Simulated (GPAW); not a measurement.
A self-consistent single point of ZrCrW (Imma, 6 atoms in the cell) with GPAW.

Method of the run: PBEsol, GPAW PAW datasets PBEsol (made by gpaw-setup) (plane waves; GPAW 25.7.0).

```yaml
crystal:
  lattice:
    - [-2.60085, 2.66597, 3.68561]
    - [2.60085, -2.66597, 3.68561]
    - [2.60085, 2.66597, -3.68561]
  atoms:
    - { symbol: Zr, position: [0.37314, 0.12314, 0.25000] }
    - { symbol: Zr, position: [0.62686, 0.87686, 0.75000] }
    - { symbol: Cr, position: [0.00000, 0.50000, 0.00000] }
    - { symbol: Cr, position: [0.00000, 0.00000, 0.50000] }
    - { symbol: W, position: [0.50000, 0.50000, 0.00000] }
    - { symbol: W, position: [0.00000, 0.50000, 0.50000] }
```

Reference input (self-consistent single point, DFT LDA (Perdew-Wang 92), plane waves, GPAW PAW datasets LDA (gpaw-data 1.0.1)): mode = pw; ecut = 850 eV; xc = LDA; kpts = 4 4 4; mesh shift (steps) = 0 0 0; occupations.name = fermi-dirac; occupations.width = 0.136 eV; nbands = -10; symmetry.symmorphic = false; symmetry.tolerance = 0.0005; maxiter = 100. This run's input differs from it in these lines:

```diff
@@ -17,3 +17,3 @@
 calc = GPAW(mode=PW(850),
-            xc='LDA',
+            xc='PBEsol',
             kpts={'size': (4, 4, 4), 'gamma': True},
```

Its files differ too (potentials: GPAW PAW datasets PBEsol (made by gpaw-setup)).

Log, with long lists cut:

```
     iter     time        total  log10-change:
                         energy   eigst   dens
iter:   1 --:--:--   -71.893327
iter:   2 --:--:--   -64.959445   -0.18  -1.02
iter:   3 --:--:--   -62.654636   -0.05  -1.14
iter:   4 --:--:--   -65.536453   -0.78  -1.22
iter:   5 --:--:--   -61.424948   -0.58  -1.18
   [... 2 lines left out ...]
iter:   8 --:--:--   -62.077725   -1.40  -1.67
iter:   9 --:--:--   -61.408789   -1.63  -1.55
iter:  10 --:--:--   -61.348773   -1.98  -1.95
iter:  11 --:--:--   -61.361203   -2.07  -2.31
iter:  12 --:--:--   -61.346137c  -3.12  -2.55
iter:  13 --:--:--   -61.343564c  -3.30  -2.49
iter:  14 --:--:--   -61.345198c  -3.47  -2.87
iter:  15 --:--:--   -61.343715c  -3.93  -3.06
iter:  16 --:--:--   -61.343509c  -4.54  -3.27
iter:  17 --:--:--   -61.343373c  -4.99  -3.30
iter:  18 --:--:--   -61.343375c  -4.97  -3.38
iter:  19 --:--:--   -61.343532c  -4.60  -3.49
iter:  20 --:--:--   -61.343402c  -5.31  -3.54
iter:  21 --:--:--   -61.343403c  -5.46  -3.89
iter:  22 --:--:--   -61.343435c  -5.98  -4.09c
iter:  23 --:--:--   -61.343434c  -6.40  -4.20c
iter:  24 --:--:--   -61.343412c  -6.70  -4.24c
iter:  25 --:--:--   -61.343407c  -7.04  -4.33c
iter:  26 --:--:--   -61.343407c  -7.54c -4.33c
Converged after 26 iterations.

Dipole moment: (0.000000, -0.000000, -0.000000) |e|*Ang

Energy contributions relative to reference atoms: (reference = -1130067.492331)

Kinetic:        -30.805747
Potential:      +10.360340
External:        +0.000000
XC:             -41.820303
Entropy (-ST):   -0.224485
Local:           +1.034545
SIC:             +0.000000
--------------------------
Free energy:    -61.455649
Extrapolated:   -61.343407

Showing only first 2 kpts
 Kpt  Band  Eigenvalues  Occupancy
  0    30     10.98941    0.20415
  0    31     11.32785    0.01870
  0    32     11.50856    0.00499
  0    33     11.55857    0.00345

  1    30     10.33866    1.86307
  1    31     10.35235    1.84966
  1    32     11.08283    0.10820
  1    33     11.18376    0.05302

Fermi level: 10.69369

No gap
   [... lines left out ...]
  0 Zr    0.00000    0.00000    0.01252
  1 Zr    0.00000   -0.00000   -0.01252
  2 Cr   -0.00000    0.00000    0.00000
  3 Cr   -0.00000    0.00000    0.00000
  4 W     0.00000    0.00000    0.00000
  5 W     0.00000    0.00000    0.00000

Stress tensor:
     0.046220    -0.000000     0.000000
    -0.000000     0.051004    -0.000000
     0.000000    -0.000000     0.049473
Stress (GPa, Voigt): [ 7.4052  8.1717  7.9265 -0.      0.     -0.    ]
```

The run converged in 26 iterations. GPAW prints stress with tension positive. Against the reference run the pressure goes from -12.97 to -7.83 GPa and the largest force goes from 0.001 to 0.013 eV/Å.

The starting cell comes from a database of computed structures (which also holds hypothetical and non-ambient phases and stackings), without a prior relaxation at this level. Spin polarisation is off. With a pressure of about -8 GPa the cell is away from its equilibrium volume at this level.

Cost on one core of a shared machine: roughly 90 s.
